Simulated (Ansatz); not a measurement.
Here is the system:

End structure of a constructed model of the (111)B surface of zinc-blende CdTe (in the relaxation 2 O–Te bonds formed; 4 Cd–Te bonds broke), Te-terminated, 2x2 O adatom at T4 (bottom of the slab: 2 H on 4 bottom sites):

```
CELL_PARAMETERS angstrom
      9.36209     0.00000     0.00000
     -4.68105     8.10781     0.00000
      0.00000     0.00000    31.50000
ATOMIC_POSITIONS crystal
  Cd 0.34741 0.15259 0.29776
  Cd 0.83091 0.16936 0.33447
  Cd 0.33064 0.66909 0.33447
  Cd 0.84684 0.65316 0.29771
  Te 0.17610 0.32390 0.34165
  Te 0.66084 0.33954 0.34236
  Te 0.16046 0.83916 0.34236
  Te 0.67566 0.82434 0.34144
  Cd 0.16667 0.33333 0.43314
  Cd 0.66667 0.33333 0.43314
  Cd 0.16667 0.83333 0.43314
  Cd 0.66667 0.83333 0.43314
  Te 0.00000 0.00000 0.46348
  Te 0.50000 0.00000 0.46348
  Te 0.00000 0.50000 0.46348
  Te 0.50000 0.50000 0.46348
  Cd 0.98565 0.99550 0.55381
  Cd 0.50683 0.99317 0.55546
  Cd 0.00974 0.49026 0.55497
  Cd 0.50450 0.51435 0.55381
  Te 0.33055 0.16945 0.57581
  Te 0.83216 0.16343 0.58959
  Te 0.33657 0.66784 0.58959
  Te 0.83967 0.66033 0.58332
  Cd 0.27115 0.22885 0.65718
  Cd 0.82455 0.14795 0.68393
  Cd 0.35205 0.67545 0.68393
  Cd 0.82366 0.67634 0.67233
  Te 0.15384 0.34616 0.71744
  Te 0.61893 0.27092 0.71430
  Te 0.22908 0.88107 0.71430
  Te 0.67951 0.82049 0.71816
  H  0.33418 0.16582 0.24394
  H  0.83418 0.66582 0.24385
  O  0.40387 0.09613 0.68369
```

Set-up: 35 atoms, 15.5 Å thick at the start with caps and adatoms; mesh 3x3x1; 0.025 eV smearing; dipole correction on; 8 atoms held, the rest relaxed; symmetry of the start imposed; no spin, no spin-orbit, no U. It is one candidate, not shown to be the stable structure of the face.

Task: Predict the gap of the slab on its k-mesh from PBE (Ansatz, a quantum-chemistry and plane-wave program).

Result: 0.55 eV

Task: What is the computed highest filled level below the top vacuum level (PBE)?

Result: 5.47 eV
